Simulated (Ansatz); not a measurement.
**Pressure series in hypothetical diamond Tl**

Consider Tl in the diamond structure (space group Fd-3m, No. 227; a = 6.8687 Å; a hypothetical phase, not in the database extracts checked).

Cell and atoms are relaxed at each pressure.

Method: Ansatz (a quantum-chemistry and plane-wave program), PBEsol, PAW, cutoff 420 eV, spin-orbit coupling left out.

Notes on the quantities. enthalpy: H = E + PV relative to the base's energy.

| change | volume per atom | enthalpy |
|---|---|---|
| base | 40.51 Å³ | – |
| pressure −2 GPa | 47.27 Å³ | -0.54 eV/atom |
| pressure −1 GPa | ? | -0.26 eV/atom |
| pressure 0.3 GPa | 39.92 Å³ | +0.08 eV/atom |
| pressure 0.7 GPa | 39.22 Å³ | +0.17 eV/atom |
| pressure 1.5 GPa | 38.02 Å³ | +0.37 eV/atom |
| pressure 3 GPa | ? | +0.71 eV/atom |
| pressure 5 GPa | 34.34 Å³ | +1.15 eV/atom |
| pressure 7.5 GPa | 32.67 Å³ | +1.68 eV/atom |
| pressure 10 GPa | 31.36 Å³ | +2.17 eV/atom |

Problem. Complete the table.

Solution. 
- pressure −1 GPa, volume per atom: 43.01 Å³
- pressure 3 GPa, volume per atom: 36.24 Å³

Load acts through the strain it causes; cell and atoms are relaxed under it. No phonon test of stability was made. Competing high-pressure phases were not computed.
